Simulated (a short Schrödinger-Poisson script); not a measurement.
**Gated Al0.3Ga0.7N/GaN polarisation-induced gas**

Structure: gated Al0.3Ga0.7N/GaN polarisation-induced gas, at 77 K.

```csv
layer,material,thickness (nm),Na (cm⁻³)
1,Al0.3Ga0.7N,10,-
2,GaN,6000,5e15
```

The device is made up for the run: typed textbook-type constants, with dimensions and the other settings drawn at random. Al0.3Ga0.7N: permittivity 9.32, conduction-band edge (eV) 0.414, gap (eV) 4.021, electron mass (mₑ) 0.236, Nv at 300 K (cm⁻³) 4.6e19. GaN: permittivity 9.5, conduction-band edge (eV) 0, gap (eV) 3.43, Nv at 300 K (cm⁻³) 4.6e19.

Channel valleys (confinement mass, in-plane density-of-states mass, number): Γ 0.2, 0.2, 1. At the gate the conduction-band edge of layer 1 lies 1.23 eV − eVg above the Fermi level of the channel; the field vanishes at the back. Sheet of polarisation charge: +1.5e13 e/cm² at 10 nm from the gate. The barrier under the gate holds no holes. Gaps are held at their typed values at every temperature. Mesh 0.08 nm at interfaces.

From a short Schrödinger-Poisson script (our own, NumPy): 1D Poisson equation in equilibrium, electrons quantum, Hartree (BenDaniel-Duke, 40 states a valley, the channel's in-plane mass for all, wave functions free to enter the barrier), parabolic valleys, classical holes, full ionisation, no traps, pinning or gate leakage.

| Vg (V) | electrons (cm⁻²) | in the channel layer | C (μF/cm²) | Γ E0 (meV) | Γ E1 (meV) |
|---|---|---|---|---|---|
| 0.5 | 1.10e13 | 1.01e13 | 0.761 | -122.9 | -7.3 |
| 0.2 | 9.62e12 | 8.92e12 | 0.752 | -108.7 | -3.4 |
| -0.1 | 8.22e12 | 7.72e12 | 0.744 | -94.2 | 0.8 |
| -0.4 | 6.84e12 | 6.50e12 | 0.735 | -79.5 | 5.7 |
| -0.7 | 5.47e12 | 5.25e12 | 0.726 | -64.4 | 11.8 |
| -1 | 4.12e12 | 4.00e12 | 0.715 | -49.0 | 19.2 |
| -1.3 | 2.80e12 | 2.74e12 | 0.701 | -33.3 | 27.4 |
| -1.6 | 1.50e12 | 1.48e12 | 0.678 | -17.5 | 35.2 |
| -1.9 | 2.83e11 | 2.81e11 | 0.599 | 2.7 | 45.8 |

Subbands count from the Fermi level.
